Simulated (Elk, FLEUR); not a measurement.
A FLEUR input for a self-consistent single point of ZrC (Fm-3m, 2 atoms in the cell) (DFT, PBEsol, all-electron FLAPW (FLEUR), scalar-relativistic valence):

Input of the input generator:

```
scf ZrC
&input film=f /
0.0000000000 0.7071067812 0.7071067812
0.7071067812 0.0000000000 0.7071067812
0.7071067812 0.7071067812 0.0000000000
6.1704137509
1.0 1.0 1.0

2
40 0.0000000000 0.0000000000 0.0000000000
6 0.5000000000 0.5000000000 0.5000000000

&comp jspins=1 /
&exco xctyp='PBEs' /
&kpt div1=10 div2=10 div3=10 gamma=t /
&end /
```

```xml
<?xml version="1.0" encoding="UTF-8" standalone="no"?>
<fleurInput fleurInputVersion="0.39">
   <comment>
      scf ZrC                                                                                             
   </comment>
   <calculationSetup>
      <cutoffs Kmax="4.1" Gmax="16.4" GmaxXC="16.4" numbands="0"/>
      <scfLoop itmax="100" minDistance="0.00001" maxIterBroyd="99" imix="Anderson" alpha="0.05" precondParam="0.0" spinf="2.0"/>
      <coreElectrons ctail="T" frcor="F" kcrel="0" coretail_lmax="0"/>
      <xcFunctional name="PBEs" relativisticCorrections="F"/>
      <magnetism jspins="1"/>
      <soc l_soc="F" theta="0.0" phi="0.0" spav="F"/>
      <expertModes spex="0" secvar="F"/>
      <geometryOptimization l_f="T" forcealpha="1.0" forcemix="BFGS" epsdisp="0.00001" epsforce="0.00001"/>
      <ldaU l_linMix="F" mixParam="0.05" spinf="1.0"/>
   </calculationSetup>
   <cell>
      <bzIntegration valenceElectrons="16.0" mode="gauss" fermiSmearingEnergy="0.00734986">
         <kPointListSelection listName="default-1"/>
         <!-- k-points included here -->
         <xi:include xmlns:xi="http://www.w3.org/2001/XInclude" href="kpts.xml"> </xi:include>
      </bzIntegration>
      <!-- symmetry operations included here -->
      <xi:include xmlns:xi="http://www.w3.org/2001/XInclude" href="sym.xml"> </xi:include>
      <bulkLattice scale="1.0">
         <bravaisMatrix>
            <row-1>    0.0000000000000000     4.3631414060711178     4.3631414060711178</row-1>
            <row-2>    4.3631414060711178     0.0000000000000000     4.3631414060711178</row-2>
            <row-3>    4.3631414060711178     4.3631414060711178     0.0000000000000000</row-3>
         </bravaisMatrix>
      </bulkLattice>
   </cell>
   <atomSpecies>
      <species name="Zirconium (Zr)" element="Zr" atomicNumber="40">
         <mtSphere radius="2.55" gridPoints="899" logIncrement="0.014"/>
         <atomicCutoffs lmax="10" lnonsphr="8"/>
         <electronConfig flipSpins="F">
            <coreConfig>(1s1/2) (2s1/2) (2p1/2) (2p3/2) (3s1/2) (3p1/2) (3p3/2) (3d3/2) (3d5/2)</coreConfig>
            <valenceConfig>(4s1/2) (4p1/2) (4p3/2) (5s1/2) (4d3/2) (4d5/2)</valenceConfig>
            <stateOccupation state="(4d3/2)" spinUp="0.4" spinDown="0.4"/>
            <stateOccupation state="(4d5/2)" spinUp="0.6" spinDown="0.6"/>
         </electronConfig>
         <energyParameters s="5" p="5" d="4" f="4"/>
         <lo type="SCLO" l="0" n="4" eDeriv="0"/>
         <lo type="SCLO" l="1" n="4" eDeriv="0"/>
      </species>
      <species name="Carbon (C)" element="C" atomicNumber="6">
         <mtSphere radius="1.44" gridPoints="509" logIncrement="0.02"/>
         <atomicCutoffs lmax="6" lnonsphr="4"/>
         <electronConfig flipSpins="F">
            <coreConfig>(1s1/2)</coreConfig>
            <valenceConfig>(2s1/2) (2p1/2) (2p3/2)</valenceConfig>
            <stateOccupation state="(2p1/2)" spinUp="0.3333333333333" spinDown="0.3333333333333"/>
            <stateOccupation state="(2p3/2)" spinUp="0.6666666666667" spinDown="0.6666666666667"/>
         </electronConfig>
         <energyParameters s="2" p="2" d="3" f="4"/>
      </species>
   </atomSpecies>
   <atomGroups>
      <atomGroup species="Zirconium (Zr)">
         <relPos label="                   1">.0000000000 .0000000000 .0000000000</relPos>
         <force calculate="T" relaxXYZ="TTT"/>
      </atomGroup>
      <atomGroup species="Carbon (C)">
         <relPos label="                   2">1.000/2.000 1.000/2.000 1.000/2.000</relPos>
         <force calculate="T" relaxXYZ="TTT"/>
      </atomGroup>
   </atomGroups>
   <output dos="F" band="F" slice="F">
      <checks vchk="F" cdinf="F"/>
      <bandDOS minEnergy="-.5*Htr" maxEnergy="0.5*Htr" sigma="0.015" storeEVData="T"/>
      <vacuumDOS vacdos="F" integ="F" star="F" nstars="0" locx1="0.0" locy1="0.0" locx2="0.0" locy2="0.0" nstm="0" tworkf="0.0"/>
      <unfoldingBand unfoldBand="F" supercellX="1" supercellY="1" supercellZ="1"/>
      <plotting iplot="0" polar="F">
         <plot TwoD="T" vec1="  1.0  0.0  0.0" vec2="  0.0  1.0  0.0" vec3="  0.0  0.0  1.0" zero="  0.0  0.0  0.0" file="plot"/>
      </plotting>
      <chargeDensitySlicing numkpt="0" minEigenval="0.0" maxEigenval="0.0" nnne="0" pallst="F"/>
      <specialOutput eonly="F"/>
      <magneticCircularDichroism mcd="F" energyLo="-10.0" energyUp="0.0"/>
   </output>
  <!-- We include the file relax.xml here to enable relaxations (see documentation) -->
  <xi:include xmlns:xi="http://www.w3.org/2001/XInclude" href="relax.xml"> <xi:fallback/> </xi:include>
</fleurInput>
```

Write the same calculation as an input for Elk.

One input that does it (others would too):

```
tasks
  0

xctype
  22

rgkmax
  8.0

gmaxvr
  14.0

nxlo
  2

lorbcnd
  .true.

rmtscf
  0.93

lmaxi
  3

stype
  0

swidth
  0.00734986

avec
    0.0000000000    4.3631414060    4.3631414060
    4.3631414060    0.0000000000    4.3631414060
    4.3631414060    4.3631414060    0.0000000000

atoms
  2   : nspecies
  'Zr.in'   : spfname
  1   : natoms; atposl, bfcmt below
  0.0000000000  0.0000000000  0.0000000000    0.0 0.0 0.0
  'C.in'   : spfname
  1   : natoms; atposl, bfcmt below
  0.5000000000  0.5000000000  0.5000000000    0.0 0.0 0.0

ngridk
  10 10 10
```

Basis settings and potentials, where a program has them, do not carry over. This input uses DFT, PBEsol, all-electron FP-LAPW, Elk's shipped species files, APW+lo basis with extra local orbitals.

The starting cell has typed, rounded lattice constants, without a prior relaxation at this level. Its lattice was rescaled by a random factor within 2.5 % of one.
